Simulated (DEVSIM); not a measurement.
System: abrupt Si n-p junction, at 250 K.

```tsv
layer (left to right)	material	thickness (μm)	Nd (cm⁻³)	Na (cm⁻³)	τn (s)	τp (s)
1	Si	0.660	1.9e16	-	4.6e-5	4.6e-5
2	Si	47.0	-	8.7e17	4.6e-5	4.6e-5
```

Left contact: ohmic. Right contact: ohmic. Voltage is applied to the left contact. Recombination: SRH at mid-gap, radiative. Mobility is μmin + (μ − μmin)/(1 + (N/Nref)^α).

Constants are typed, rounded textbook-type inputs, not results; the design itself was drawn at random and stands for no fabricated device. Values at 300 K; Nc and Nv go as T^1.5, mobilities as T to minus their exponent, the gap by Varshni's rule with the affinity fixed. The table also holds parameters that only a changed run uses.

| parameter | Si |
|---|---|
| gap (eV) | 1.124 |
| affinity (eV) | 4.05 |
| permittivity | 11.7 |
| Nc (cm⁻³) | 2.86e19 |
| Nv (cm⁻³) | 3.1e19 |
| μn (cm²/Vs) | 1417 |
| μp (cm²/Vs) | 470 |
| μn,min | 52 |
| μp,min | 45 |
| Nref,n | 9.7e16 |
| Nref,p | 2.2e17 |
| αn | 0.68 |
| αp | 0.72 |
| T exponent of μn | 2.3 |
| T exponent of μp | 2.2 |
| B (cm³/s) | 4.7e-15 |
| Cn (cm⁶/s) | 2.8e-31 |
| Cp (cm⁶/s) | 9.9e-32 |
| Varshni α (eV/K) | 0.000473 |
| Varshni β (K) | 636 |

Simulated with DEVSIM: 1D drift-diffusion, Boltzmann statistics, complete ionisation; no tunnelling, impact ionisation, image-force lowering or self-heating.

Base results: largest field in the device at zero bias (V/cm) 77000; dark forward voltage at 100 A/cm² (V) 0.809; dark forward voltage at 1 A/cm² (V) 0.690; potential step across the device at zero bias (V) 0.913.

### Question
What follows from this one change: doping Na of layer 2 8.7e+17 → 2.6e+16 cm^-3?

### Answer
largest field in the device at zero bias 77000 → 52000 V/cm; dark forward voltage at 100 A/cm² 0.809 → 0.944 V; dark forward voltage at 1 A/cm² little changed (0.693 V); potential step across the device at zero bias 0.913 → 0.838 V.

### Question
What follows from this one change: constant mobility in place of the doping-dependent one?

### Answer
largest field in the device at zero bias little changed (77000 V/cm); dark forward voltage at 100 A/cm² 0.809 → 0.794 V; dark forward voltage at 1 A/cm² little changed (0.686 V); potential step across the device at zero bias little changed (0.913 V).
